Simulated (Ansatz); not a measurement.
Start from Cu2O (space group Pn-3m, No. 224; a = 4.298 Å).

(Cell as relaxed with PBE.)

Levels (all Ansatz, a first-principles code, PAW): PBE (420 eV, spin-orbit coupling left out); PBEsol (420 eV, scalar-relativistic without spin-orbit coupling).

Each level relaxes its own structure.

| base | PBE | PBEsol |
|---|---|---|
| volume per atom | 13.24 Å³ | 12.55 Å³ |
| lattice parameter a | 429.8 pm | 422.2 pm |
| band gap | 0.48 eV | 0.56 eV |

The change: the cell is scaled by 0.9922 in all directions, atoms relaxed at fixed cell.

| quantity | PBE | PBEsol |
|---|---|---|
| energy relative to the base (free energy F) | +2.6 meV/atom | +2.9 meV/atom |
| pressure | 2.77 GPa | 3.25 GPa |
| mean gap deformation potential ΔEg/Δln V | -2.2 eV | -2.5 eV |
| electron mass | 0.94 mₑ (at Γ) | 0.94 mₑ (at Γ) |

PBE's energy relative to the base lies 0.3 meV/atom below PBEsol's; PBE's pressure lies 0.48 GPa below PBEsol's; PBE's mean gap deformation potential ΔEg/Δln V lies 0.3 eV above PBEsol's; the two agree on the electron mass. Neither level is exact; PBEsol is the comparison here, not a measurement.

The cells carry an imposed strain or load. Masses are band curvatures over ±0.01 Å⁻¹ around the edge. Whether these cells are dynamically stable was not tested. No Hubbard U is applied. All final runs are without spin polarisation.
